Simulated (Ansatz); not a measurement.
```
CELL_PARAMETERS angstrom
      0.00000     2.80882     2.80882
      2.80882     0.00000     2.80882
      2.80882     2.80882     0.00000
ATOMIC_POSITIONS crystal
  Ge 0.00000 0.00000 0.00000
  Ge 0.25000 0.25000 0.25000
```

No spin polarisation.

Computed with PBE (Ansatz, a first-principles code; PAW; 420 eV plane waves; no spin-orbit coupling). k-mesh 14×14×14 (Γ-centred); smearing 0.05 eV (Fermi–Dirac).

Problem. Predict the band gap, space group and pressure.

Solution. 
```json
{
 "band_gap": "0.23 eV",
 "space_group": "Fd-3m (No. 227)",
 "pressure": "5.4 GPa"
}
```

The cells carry an imposed strain or load. Stability against distortions was not tested. The cell was made from Ge in the diamond structure (space group Fd-3m, No. 227) by this change: isotropic strain −2.50 %. A zero or small gap of Ge can be the functional's error rather than a property of the material.
